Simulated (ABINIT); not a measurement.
Short convergence ladders for MoS2 (R3m, 3 atoms in the cell)

```
MoS2
1.0
    1.60011     0.92382     6.51451
   -1.60011     0.92382     6.51451
    0.00000    -1.84765     6.51451
Mo S
1 2
Direct
  0.00234   0.00234   0.00234
  0.41294   0.41294   0.41294
  0.25330   0.25330   0.25330
```

Base method: PBE, norm-conserving pseudopotentials (PseudoDojo nc-sr-05 PBE standard) (plane waves; ABINIT 10.0.3).

Base settings: pseudos = [Mo.upf, S.upf]; ecut = 80 Ry; ixc = 11; occopt = 3; tsmear = 0.01 eV; ngkpt = 3 3 3; nshiftk = 1; shiftk = 0 0 0; potentials = PseudoDojo nc-sr-05 PBE standard; nband = 18.

The count of work is k-points × plane waves × bands × iterations; it is no time. 

**The plane-wave cutoff**

The mesh stays at the base's, so the ladder's end is converged at best in this setting alone.

Only quantities that move along the ladder and can be compared are tabulated; the gap is left out on so coarse a mesh.

```csv
ecut,free energy less the last step's (meV/atom),pressure (GPa),largest difference of a force vector from the last step's (eV/Å),count of work / last
28 Ry,2931.00,-49.28,0.051,0.056
32 Ry,1880.51,-38.46,0.069,0.069
36 Ry,1166.07,-29.09,0.063,0.082
44 Ry,402.40,-14.66,0.004,0.11
56 Ry,57.39,-3.89,0.002,0.16
72 Ry,1.90,-0.78,0.001,0.23
80 Ry,0.69,-0.64,0.001,0.27
96 Ry,0.49,-0.63,0.000,0.35
192 Ry,0.00,-0.63,0.000,1.0
```

Coarsest ecut that holds the forces within 0.02 eV/Å of the last step, with all finer ones: 44 Ry, at 0.11 of the last step's count of work; the step before is off by 0.063 eV/Å.

Coarsest ecut that holds the pressure within 1 GPa of the last step, with all finer ones: 72 Ry, at 0.23 of the last step's count of work; the step before is off by 3.3 GPa.

Coarsest ecut that holds the free energy within 5 meV/atom of the last step, with all finer ones: 72 Ry, at 0.23 of the last step's count of work; the step before is off by 57 meV/atom.

At the lowest cutoff the pressure lies 48.7 GPa under the last step's, the usual sign of Pulay stress in an incomplete plane-wave basis.

**The cutoff for other potential files**

Level: DFT, PBE, plane waves, PAW (JTH v2.0 PBE PAW).

In this ladder: pseudos = [Mo.GGA_PBE-JTH.xml, S.GGA_PBE-JTH.xml]; potentials = JTH v2.0 PBE PAW; pawxcdev = 0. Moved along: pawecutdg.

The mesh stays at the base's, so the ladder's end is converged at best in this setting alone.

Only quantities that move along the ladder and can be compared are tabulated; the gap is left out on so coarse a mesh.

| ecut | free energy less the last step's (meV/atom) | pressure (GPa) | largest difference of a force vector from the last step's (eV/Å) | count of work / last |
|---|---|---|---|---|
| 19 Ry | 93.37 | -2.69 | 0.137 | 0.093 |
| 24 Ry | 28.98 | -0.95 | 0.056 | 0.14 |
| 30 Ry | 13.56 | -0.66 | 0.027 | 0.20 |
| 42 Ry | 4.56 | -0.68 | 0.005 | 0.33 |
| 64 Ry | 1.22 | -0.64 | 0.003 | 0.57 |
| 84 Ry | 0.00 | -0.64 | 0.000 | 1.0 |

Coarsest ecut that holds the pressure within 0.1 GPa of the last step, with all finer ones: 30 Ry, at 0.20 of the last step's count of work; the step before is off by 0.31 GPa.

Coarsest ecut that holds the forces within 0.02 eV/Å of the last step, with all finer ones: 42 Ry, at 0.33 of the last step's count of work; the step before is off by 0.027 eV/Å.

Coarsest ecut that holds the free energy within 5 meV/atom of the last step, with all finer ones: 42 Ry, at 0.33 of the last step's count of work; the step before is off by 14 meV/atom.

At the lowest cutoff the pressure lies 2.1 GPa under the last step's, the usual sign of Pulay stress in an incomplete plane-wave basis.

On the base run: the starting cell comes from a database of computed structures (which also holds hypothetical and non-ambient phases and stackings), without a prior relaxation at this level. Its lattice was rescaled by up to half a per cent. One atom was moved a little off its site on purpose. In the base run, forces exceed 1 eV/Å.
